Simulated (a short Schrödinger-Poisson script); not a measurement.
Solved with a short Schrödinger-Poisson script written for these runs: one-band effective-mass equation with BenDaniel-Duke matching, electrons, heavy and light holes apart, hard walls at the outer ends, one valence edge for both holes (no strain splitting), no charge, excitons, band mixing or non-parabolicity; under a field the levels are quasi-bound states of a box, listed while three quarters of their weight lies within 4 nm of the wells.

Stack: single CdTe/Cd0.8Zn0.2Te quantum well.

| layer | material | thickness (nm) |
|---|---|---|
| 1 | Cd0.8Zn0.2Te | 20 |
| 2 | CdTe | 8 |
| 3 | Cd0.8Zn0.2Te | 20 |

The device is made up for the run: typed textbook-type constants, with dimensions and the other settings drawn at random. CdTe: direct gap (eV) 1.5, conduction-band edge (eV) 0, electron mass (mₑ) 0.096, heavy-hole mass 0.6, light-hole mass 0.12. Cd0.8Zn0.2Te: direct gap (eV) 1.62, conduction-band edge (eV) 0.096, electron mass (mₑ) 0.1, heavy-hole mass 0.6, light-hole mass 0.13.

The valence-band edge of each layer lies one gap below its conduction-band edge. The electron's potential energy rises along the stack by the applied field. Mesh 0.03 nm at interfaces.

Gate and field steps stay those of the base.

One input was changed, with this effect: e1 above the well's band edge 25.7 → 13.2 meV; hh1 − lh1 7.0 → 4.8 meV; e1-hh1 transition at zero applied field 1.531 → 1.516 eV; shift of e1-hh1 at 7.9 kV/cm -0.3 → -1.0 meV.

Task: Which change was it?
(A) conduction-band offset 0.096 → 0.086 eV
(B) well width 8 → 5.2 nm
(C) well width 8 → 13 nm
(D) electron mass in the well 0.096 → 0.067 mₑ

Result: C, well width 8 → 13 nm

Excitons are left out, and strain enters only through the typed gaps and offsets, so measured lines lie elsewhere.
